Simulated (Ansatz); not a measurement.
The starting structures come from a database of crystals and need not be the phases stable at ambient conditions.

 Where the default PAW files enter, the runs use the earlier of Ansatz's two default sets.

The decay constant κ of evanescent states in the gap governs leakage through a thin film.

```yaml
crystal:
  lattice:
    - [3.11844, 0.00000, 0.00000]
    - [1.55922, 6.39678, 0.00000]
    - [1.55922, 0.38006, 2.67377]
  atoms:
    - { symbol: Ag, position: [0.00000, 0.00000, 0.00000] }
    - { symbol: Rh, position: [0.50000, 0.50000, 0.50000] }
    - { symbol: O, position: [0.88698, 0.33907, 0.88698] }
    - { symbol: O, position: [0.11302, 0.66093, 0.11302] }
```

Space group of this cell: R-3m. The cell is taken as given; by PBEsol its mean pressure is -10.1 GPa.

Transport runs along the normal of the first two printed cell vectors, the (101) plane of the conventional cell.

The gap is the functional's own, uncorrected, and κ follows it; spin-orbit coupling is left out. Mid-gap values are interpolated between the computed energies.

**Question.** Predict the band gap and the smallest decay constant κ at mid-gap from PBEsol in Ansatz (a first-principles code).

**Answer.** Gap 0.36 eV on a 12×12×12 mesh; κ = 0.120 1/Å, at (0.000, 0.333) of the in-plane reciprocal vectors. At the zone centre, at the nearest computed energy, the slowest state has κ = 0.33 1/Å.
